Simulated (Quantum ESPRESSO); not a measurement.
Worked example: self-consistent single point of In3Sb (Pm-3m, 4 atoms in the cell) in Quantum ESPRESSO.

Method: PBEsol, GBRV 1.5 ultrasoft (PBESOL) pseudopotentials (plane waves; Quantum ESPRESSO).

```xyz
4
Lattice="4.8370 0.0000 0.0000 0.0000 4.8370 0.0000 0.0000 0.0000 4.8370" Properties=species:S:1:pos:R:3 pbc="T T T"
In     2.4185     2.4185     0.0000
In     0.0000     2.4185     2.4185
In     2.4185     0.0000     2.4185
Sb     0.0000     0.0000     0.0000
```

Reference input (self-consistent single point, DFT, PBEsol, plane waves, GBRV 1.5 ultrasoft (PBESOL) pseudopotentials): ecutwfc = 40 Ry; ecutrho = 200 Ry; occupations = smearing; smearing = cold; degauss = 0.0073499 Ry; potentials = {In: in_pbesol_v1.4.uspp.F.UPF, Sb: sb_pbesol_v1.4.uspp.F.UPF}; K_POINTS = automatic 6 6 6 0 0 0; conv_thr = 1e-09 Ry; mixing_beta = 0.5. This run's input differs from it in these lines:

```diff
@@ -12,4 +12,4 @@
    ntyp = 2
-   ecutwfc = 40
-   ecutrho = 200
+   ecutwfc = 60
+   ecutrho = 300
    occupations = 'smearing'
```

Output, abridged:

```
     Self-consistent Calculation

     iteration #  1     ecut=    60.00 Ry     beta= 0.50

     total energy              =    -580.85945726 Ry
     estimated scf accuracy    <      11.65795805 Ry

     iteration #  2     ecut=    60.00 Ry     beta= 0.50

     total energy              =    -584.12369975 Ry
     estimated scf accuracy    <       0.30526389 Ry

     iteration #  3     ecut=    60.00 Ry     beta= 0.50

     total energy              =    -584.15336975 Ry
     estimated scf accuracy    <       0.02014905 Ry

   [... 5 blocks of this kind left out ...]

     iteration #  9     ecut=    60.00 Ry     beta= 0.50

     total energy              =    -584.15588771 Ry
     estimated scf accuracy    <          2.1E-09 Ry

     iteration # 10     ecut=    60.00 Ry     beta= 0.50
     End of self-consistent calculation

     the Fermi energy is     9.3256 ev

!    total energy              =    -584.15588771 Ry
     estimated scf accuracy    <          3.7E-10 Ry
     smearing contrib. (-TS)   =       0.00000867 Ry
     internal energy E=F+TS    =    -584.15589639 Ry

     convergence has been achieved in  10 iterations

     Forces acting on atoms (cartesian axes, Ry/au):

     atom    1 type  1   force =     0.00000000    0.00000000    0.00000000
   [... zero for the other atoms too ...]

     Total force =     0.000000     Total SCF correction =     0.000000

          total   stress  (Ry/bohr**3)                   (kbar)     P=      -31.57
  -0.00021463   0.00000000   0.00000000          -31.57        0.00        0.00
   0.00000000  -0.00021463   0.00000000            0.00      -31.57        0.00
   0.00000000   0.00000000  -0.00021463            0.00        0.00      -31.57

   JOB DONE.
```

The run converged in 10 iterations. Against the reference run the free energy goes down by 48.3 meV/atom and the pressure goes from -3.36 to -3.16 GPa.

The starting cell comes from a database of computed structures (which also holds hypothetical and non-ambient phases and stackings), without a prior relaxation at this level. The run gives no clean gap (levels at the Fermi energy touch, overlap or are partly filled at this smearing), which alone does not show that the compound is a metal.

Cost on one core of a shared machine: roughly 80 s.
